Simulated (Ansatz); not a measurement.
We consider MgS (model structure, started from the HgTe type, Fm-3m, No. 225, 6 atoms in the cell), described by PBEsol (plane waves, PAW; Ansatz, a first-principles code).

Numerical settings: plane-wave cutoff 520 eV, 12×12×4 k mesh (along the axes of the cell as run), Fermi–Dirac smearing 0.01 eV, scalar-relativistic PAW data made under PBE.

Cell (relaxed with PBEsol):

```cif
data_Mg4S4
_chemical_formula_sum 'Mg4 S4'
_space_group_name_H-M_alt 'Fm-3m'
_space_group_IT_number 225
_space_group_name_Hall '-F 4 2 3'
_cell_length_a 5.18199
_cell_length_b 5.18199
_cell_length_c 5.18199
_cell_angle_alpha 90.000
_cell_angle_beta 90.000
_cell_angle_gamma 90.000
loop_
_atom_site_label
_atom_site_type_symbol
_atom_site_symmetry_multiplicity
_atom_site_Wyckoff_symbol
_atom_site_fract_x
_atom_site_fract_y
_atom_site_fract_z
_atom_site_occupancy
Mg1 Mg 4 b 0.50000 0.50000 0.50000 1
S1 S 4 a 0.00000 0.00000 0.00000 1
```
(The calculation used a cell of 6 atoms; values per cell refer to that cell.)

What does this level give for the band gap, smallest direct gap on the k points sampled and direct gap at Γ?


- band gap = 2.73 eV (indirect)
- smallest direct gap on the k points sampled = 3.68 eV
- direct gap at Γ = 3.69 eV

A model structure was made by putting elements into a prototype or built by hand; here it ended with the formula and space group of a phase in our tables.
